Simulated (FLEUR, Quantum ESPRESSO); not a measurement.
A FLEUR input for a self-consistent single point of BaHfO3 (Pm-3m, 5 atoms in the cell) (DFT, PBEsol, all-electron FLAPW (FLEUR), scalar-relativistic valence):

Input of the input generator:

```
BaHfO3 FLAPW
&input film=f /
7.8801579397 0.0000000000 0.0000000000
0.0000000000 7.8801579397 0.0000000000
0.0000000000 0.0000000000 7.8801579397
1.0
1.0 1.0 1.0

5
56 0.0000000000 0.0000000000 0.0000000000
72 0.5000000000 0.5000000000 0.5000000000
8 0.5000000000 0.0000000000 0.5000000000
8 0.0000000000 0.5000000000 0.5000000000
8 0.5000000000 0.5000000000 0.0000000000

&comp jspins=1 /
&exco xctyp='PBEs' /
&kpt div1=8 div2=8 div3=8 gamma=t /
&end /
```

```xml
<?xml version="1.0" encoding="UTF-8" standalone="no"?>
<fleurInput fleurInputVersion="0.39">
   <comment>
      BaHfO3 FLAPW                                                                                        
   </comment>
   <calculationSetup>
      <cutoffs Kmax="4.5" Gmax="15.8" GmaxXC="15.8" numbands="0"/>
      <scfLoop itmax="100" minDistance="0.00001" maxIterBroyd="40" imix="Anderson" alpha="0.05" precondParam="0.0" spinf="2.0"/>
      <coreElectrons ctail="T" frcor="F" kcrel="0" coretail_lmax="0"/>
      <xcFunctional name="PBEs" relativisticCorrections="F"/>
      <magnetism jspins="1"/>
      <soc l_soc="F" theta="0.0" phi="0.0" spav="F"/>
      <expertModes spex="0" secvar="F"/>
      <geometryOptimization l_f="T" forcealpha="1.0" forcemix="BFGS" epsdisp="0.00001" epsforce="0.00001"/>
      <ldaU l_linMix="F" mixParam="0.05" spinf="1.0"/>
   </calculationSetup>
   <cell>
      <bzIntegration valenceElectrons="54.0" mode="hist" fermiSmearingEnergy="0.00036749">
         <kPointListSelection listName="default-1"/>
         <!-- k-points included here -->
         <xi:include xmlns:xi="http://www.w3.org/2001/XInclude" href="kpts.xml"> </xi:include>
      </bzIntegration>
      <!-- symmetry operations included here -->
      <xi:include xmlns:xi="http://www.w3.org/2001/XInclude" href="sym.xml"> </xi:include>
      <bulkLattice scale="1.0">
         <bravaisMatrix>
            <row-1>    7.8801579397000001     0.0000000000000000     0.0000000000000000</row-1>
            <row-2>    0.0000000000000000     7.8801579397000001     0.0000000000000000</row-2>
            <row-3>    0.0000000000000000     0.0000000000000000     7.8801579397000001</row-3>
         </bravaisMatrix>
      </bulkLattice>
   </cell>
   <atomSpecies>
      <species name="Barium (Ba)" element="Ba" atomicNumber="56">
         <mtSphere radius="2.68" gridPoints="925" logIncrement="0.014"/>
         <atomicCutoffs lmax="10" lnonsphr="8"/>
         <electronConfig flipSpins="F">
            <coreConfig>(1s1/2) (2s1/2) (2p1/2) (2p3/2) (3s1/2) (3p1/2) (3p3/2) (4s1/2) (3d3/2) (3d5/2) (4p1/2) (4p3/2) (4d3/2) (4d5/2)</coreConfig>
            <valenceConfig>(5s1/2) (5p1/2) (5p3/2) (6s1/2)</valenceConfig>
         </electronConfig>
         <energyParameters s="6" p="6" d="5" f="4"/>
         <lo type="SCLO" l="0" n="5" eDeriv="0"/>
         <lo type="SCLO" l="1" n="5" eDeriv="0"/>
      </species>
      <species name="Hafnium (Hf)" element="Hf" atomicNumber="72">
         <mtSphere radius="2.35" gridPoints="811" logIncrement="0.016"/>
         <atomicCutoffs lmax="10" lnonsphr="8"/>
         <electronConfig flipSpins="F">
            <coreConfig>(1s1/2) (2s1/2) (2p1/2) (2p3/2) (3s1/2) (3p1/2) (3p3/2) (4s1/2) (3d3/2) (3d5/2) (4p1/2) (4p3/2) (4d3/2) (4d5/2)</coreConfig>
            <valenceConfig>(5s1/2) (5p1/2) (5p3/2) (6s1/2) (4f5/2) (4f7/2) (5d3/2) (5d5/2)</valenceConfig>
            <stateOccupation state="(5d3/2)" spinUp="0.4" spinDown="0.4"/>
            <stateOccupation state="(5d5/2)" spinUp="0.6" spinDown="0.6"/>
         </electronConfig>
         <energyParameters s="6" p="6" d="5" f="5"/>
         <lo type="SCLO" l="0" n="5" eDeriv="0"/>
         <lo type="SCLO" l="1" n="5" eDeriv="0"/>
         <lo type="SCLO" l="3" n="4" eDeriv="0"/>
      </species>
      <species name="Oxygen (O)" element="O" atomicNumber="8">
         <mtSphere radius="1.33" gridPoints="461" logIncrement="0.023"/>
         <atomicCutoffs lmax="6" lnonsphr="4"/>
         <electronConfig flipSpins="F">
            <coreConfig>(1s1/2)</coreConfig>
            <valenceConfig>(2s1/2) (2p1/2) (2p3/2)</valenceConfig>
            <stateOccupation state="(2p1/2)" spinUp="0.6666666666667" spinDown="0.6666666666667"/>
            <stateOccupation state="(2p3/2)" spinUp="1.3333333333333" spinDown="1.3333333333333"/>
         </electronConfig>
         <energyParameters s="2" p="2" d="3" f="4"/>
      </species>
   </atomSpecies>
   <atomGroups>
      <atomGroup species="Barium (Ba)">
         <relPos label="                   1">.0000000000 .0000000000 .0000000000</relPos>
         <force calculate="T" relaxXYZ="TTT"/>
      </atomGroup>
      <atomGroup species="Hafnium (Hf)">
         <relPos label="                   2">1.000/2.000 1.000/2.000 1.000/2.000</relPos>
         <force calculate="T" relaxXYZ="TTT"/>
      </atomGroup>
      <atomGroup species="Oxygen (O)">
         <relPos label="                   3">1.000/2.000 .0000000000 1.000/2.000</relPos>
         <relPos label="                   4">.0000000000 1.000/2.000 1.000/2.000</relPos>
         <relPos label="                   5">1.000/2.000 1.000/2.000 .0000000000</relPos>
         <force calculate="T" relaxXYZ="TTT"/>
      </atomGroup>
   </atomGroups>
   <output dos="F" band="F" slice="F">
      <checks vchk="F" cdinf="F"/>
      <bandDOS minEnergy="-.5*Htr" maxEnergy="0.5*Htr" sigma="0.015" storeEVData="T"/>
      <vacuumDOS vacdos="F" integ="F" star="F" nstars="0" locx1="0.0" locy1="0.0" locx2="0.0" locy2="0.0" nstm="0" tworkf="0.0"/>
      <unfoldingBand unfoldBand="F" supercellX="1" supercellY="1" supercellZ="1"/>
      <plotting iplot="0" polar="F">
         <plot TwoD="T" vec1="  1.0  0.0  0.0" vec2="  0.0  1.0  0.0" vec3="  0.0  0.0  1.0" zero="  0.0  0.0  0.0" file="plot"/>
      </plotting>
      <chargeDensitySlicing numkpt="0" minEigenval="0.0" maxEigenval="0.0" nnne="0" pallst="F"/>
      <specialOutput eonly="F"/>
      <magneticCircularDichroism mcd="F" energyLo="-10.0" energyUp="0.0"/>
   </output>
  <!-- We include the file relax.xml here to enable relaxations (see documentation) -->
  <xi:include xmlns:xi="http://www.w3.org/2001/XInclude" href="relax.xml"> <xi:fallback/> </xi:include>
</fleurInput>
```

Question: Translate this input to Quantum ESPRESSO.

Answer: This is the input that was run; spellings and numerical settings could be chosen otherwise.

```fortran
&control
 calculation = 'scf'
 prefix = 'run'
 outdir = './out'
 pseudo_dir = './'
 tprnfor = .true.
 tstress = .true.
/
&system
 ibrav = 1
 celldm(1) = 7.880157940
 nat = 5
 ntyp = 3
 ecutwfc = 40
 ecutrho = 320
 occupations = 'smearing'
 smearing = 'fermi-dirac'
 degauss = 0.000734986
/
&electrons
 conv_thr = 1.0e-11
 mixing_beta = 0.4
/
ATOMIC_SPECIES
Ba   137.3270  ba_pbesol_v1.uspp.F.UPF
Hf   178.4900  hf_pbesol_v1.uspp.F.UPF
O     15.9990  o_pbesol_v1.2.uspp.F.UPF
ATOMIC_POSITIONS bohr
Ba    0.000000000    0.000000000    0.000000000
Hf    3.940078970    3.940078970    3.940078970
O     3.940078970    0.000000000    3.940078970
O     0.000000000    3.940078970    3.940078970
O     3.940078970    3.940078970    0.000000000
K_POINTS automatic
8 8 8  0 0 0
```

Basis settings and potentials, where a program has them, do not carry over. This input uses DFT, PBEsol, plane waves, GBRV 1.5 ultrasoft (PBESOL) pseudopotentials. Both were run: gap on the mesh 3.575 eV in FLEUR and 3.562 in Quantum ESPRESSO.

On Quantum ESPRESSO: the starting cell has typed, rounded lattice constants, without a prior relaxation at this level. Spin-orbit coupling is off.

On FLEUR: the starting cell has typed, rounded lattice constants, without a prior relaxation at this level. Spin-orbit coupling is off. Values depend on the basis (sphere radii, cutoffs, local orbitals), which need not be converged.
